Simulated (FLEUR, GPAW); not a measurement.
A GPAW input for a self-consistent single point of AlN (P6_3mc, 4 atoms in the cell) (DFT PBEsol, plane waves, GPAW PAW datasets PBEsol (made by gpaw-setup)):

```python
from ase import Atoms
from ase.units import GPa
from gpaw import GPAW, PW, FermiDirac

atoms = Atoms(['Al', 'Al', 'N', 'N'],
              cell=[[3.128590, 0.000000, 0.000000],
                    [-1.564295, 2.709438, 0.000000],
                    [0.000000, 0.000000, 5.016960]],
              scaled_positions=[[0.666667, 0.333333, 0.499290],
                                [0.333333, 0.666667, 0.999290],
                                [0.666667, 0.333333, 0.880710],
                                [0.333333, 0.666667, 0.380710]],
              pbc=True)

calc = GPAW(mode=PW(950),
            xc='PBEsol',
            kpts={'size': (10, 10, 6), 'gamma': True},
            occupations=FermiDirac(0.02),
            nbands=-4,
            convergence={'density': 1e-05, 'bands': -2},
            symmetry={'symmorphic': False, 'tolerance': 0.0005},
            maxiter=100,
            txt='-')

atoms.calc = calc

energy = atoms.get_potential_energy()
print('Energy (eV):', round(energy, 6))
forces = atoms.get_forces()
print('Forces (eV/Ang):')
print(forces.round(5))
stress = atoms.get_stress()
print('Stress (GPa, Voigt):', (stress / GPa).round(4))
```

Question: Give the FLEUR input for the same structure, mesh, smearing and functional.

Answer: This is the input that was run; spellings and numerical settings could be chosen otherwise.

Input of the input generator:

```
AlN FLAPW
&input film=f /
5.9121778002 0.0000001058 0.0000000000
-2.9560889917 5.1200961137 0.0000000000
0.0000000000 0.0000000000 9.4806803782
1.0
1.0 1.0 1.0

4
13 0.6666666667 0.3333333333 0.4992900000
13 0.3333333333 0.6666666667 0.9992900000
7 0.6666666667 0.3333333333 0.8807100000
7 0.3333333333 0.6666666667 0.3807100000

&comp jspins=1 /
&exco xctyp='PBEs' /
&kpt div1=10 div2=10 div3=6 gamma=t /
&end /
```

```xml
<?xml version="1.0" encoding="UTF-8" standalone="no"?>
<fleurInput fleurInputVersion="0.39">
   <comment>
      AlN FLAPW                                                                                           
   </comment>
   <calculationSetup>
      <cutoffs Kmax="4.6" Gmax="13.8" GmaxXC="13.8" numbands="0"/>
      <scfLoop itmax="80" minDistance="0.00001" maxIterBroyd="15" imix="Anderson" alpha="0.05" precondParam="0.0" spinf="2.0"/>
      <coreElectrons ctail="T" frcor="F" kcrel="0" coretail_lmax="0"/>
      <xcFunctional name="PBEs" relativisticCorrections="F"/>
      <magnetism jspins="1"/>
      <soc l_soc="F" theta="0.0" phi="0.0" spav="F"/>
      <expertModes spex="0" secvar="F"/>
      <geometryOptimization l_f="T" forcealpha="1.0" forcemix="BFGS" epsdisp="0.00001" epsforce="0.00001"/>
      <ldaU l_linMix="F" mixParam="0.05" spinf="1.0"/>
   </calculationSetup>
   <cell>
      <bzIntegration valenceElectrons="16.0" mode="hist" fermiSmearingEnergy="0.00073499">
         <kPointListSelection listName="default-1"/>
         <!-- k-points included here -->
         <xi:include xmlns:xi="http://www.w3.org/2001/XInclude" href="kpts.xml"> </xi:include>
      </bzIntegration>
      <!-- symmetry operations included here -->
      <xi:include xmlns:xi="http://www.w3.org/2001/XInclude" href="sym.xml"> </xi:include>
      <bulkLattice scale="1.0">
         <bravaisMatrix>
            <row-1>    5.9121778002000003     0.0000001058000000     0.0000000000000000</row-1>
            <row-2>   -2.9560889917000002     5.1200961136999998     0.0000000000000000</row-2>
            <row-3>    0.0000000000000000     0.0000000000000000     9.4806803782000006</row-3>
         </bravaisMatrix>
      </bulkLattice>
   </cell>
   <atomSpecies>
      <species name="Aluminum (Al)" element="Al" atomicNumber="13">
         <mtSphere radius="1.76" gridPoints="621" logIncrement="0.018"/>
         <atomicCutoffs lmax="8" lnonsphr="6"/>
         <electronConfig flipSpins="F">
            <coreConfig>(1s1/2) (2s1/2) (2p1/2) (2p3/2)</coreConfig>
            <valenceConfig>(3s1/2) (3p1/2) (3p3/2)</valenceConfig>
            <stateOccupation state="(3p1/2)" spinUp="0.1666666666667" spinDown="0.1666666666667"/>
            <stateOccupation state="(3p3/2)" spinUp="0.3333333333333" spinDown="0.3333333333333"/>
         </electronConfig>
         <energyParameters s="3" p="3" d="3" f="4"/>
      </species>
      <species name="Nitrogen (N)" element="N" atomicNumber="7">
         <mtSphere radius="1.53" gridPoints="539" logIncrement="0.02"/>
         <atomicCutoffs lmax="6" lnonsphr="4"/>
         <electronConfig flipSpins="F">
            <coreConfig>(1s1/2)</coreConfig>
            <valenceConfig>(2s1/2) (2p1/2) (2p3/2)</valenceConfig>
            <stateOccupation state="(2p1/2)" spinUp="0.5" spinDown="0.5"/>
            <stateOccupation state="(2p3/2)" spinUp="1.0" spinDown="1.0"/>
         </electronConfig>
         <energyParameters s="2" p="2" d="3" f="4"/>
      </species>
   </atomSpecies>
   <atomGroups>
      <atomGroup species="Aluminum (Al)">
         <relPos label="                   1">-1.000/3.000 1.000/3.000 .4992900000</relPos>
         <relPos label="                   2">1.000/3.000 -1.000/3.000 -.0007100000</relPos>
         <force calculate="T" relaxXYZ="TTT"/>
      </atomGroup>
      <atomGroup species="Nitrogen (N)">
         <relPos label="                   3">-1.000/3.000 1.000/3.000 -.1192900000</relPos>
         <relPos label="                   4">1.000/3.000 -1.000/3.000 .3807100000</relPos>
         <force calculate="T" relaxXYZ="TTT"/>
      </atomGroup>
   </atomGroups>
   <output dos="F" band="F" slice="F">
      <checks vchk="F" cdinf="F"/>
      <bandDOS minEnergy="-.5*Htr" maxEnergy="0.5*Htr" sigma="0.015" storeEVData="T"/>
      <vacuumDOS vacdos="F" integ="F" star="F" nstars="0" locx1="0.0" locy1="0.0" locx2="0.0" locy2="0.0" nstm="0" tworkf="0.0"/>
      <unfoldingBand unfoldBand="F" supercellX="1" supercellY="1" supercellZ="1"/>
      <plotting iplot="0" polar="F">
         <plot TwoD="T" vec1="  1.0  0.0  0.0" vec2="  0.0  1.0  0.0" vec3="  0.0  0.0  1.0" zero="  0.0  0.0  0.0" file="plot"/>
      </plotting>
      <chargeDensitySlicing numkpt="0" minEigenval="0.0" maxEigenval="0.0" nnne="0" pallst="F"/>
      <specialOutput eonly="F"/>
      <magneticCircularDichroism mcd="F" energyLo="-10.0" energyUp="0.0"/>
   </output>
  <!-- We include the file relax.xml here to enable relaxations (see documentation) -->
  <xi:include xmlns:xi="http://www.w3.org/2001/XInclude" href="relax.xml"> <xi:fallback/> </xi:include>
</fleurInput>
```

Basis, cutoffs, solver keys and any potentials are the target program's own. This input uses DFT, PBEsol, all-electron FLAPW (FLEUR), scalar-relativistic valence. Both were run: gap on the mesh 3.991 eV in GPAW and 3.989 in FLEUR.

On FLEUR: the starting cell comes from a database of computed structures (which also holds hypothetical and non-ambient phases and stackings), without a prior relaxation at this level. Values depend on the basis (sphere radii, cutoffs, local orbitals), which need not be converged.

On GPAW: the starting cell comes from a database of computed structures (which also holds hypothetical and non-ambient phases and stackings), without a prior relaxation at this level.
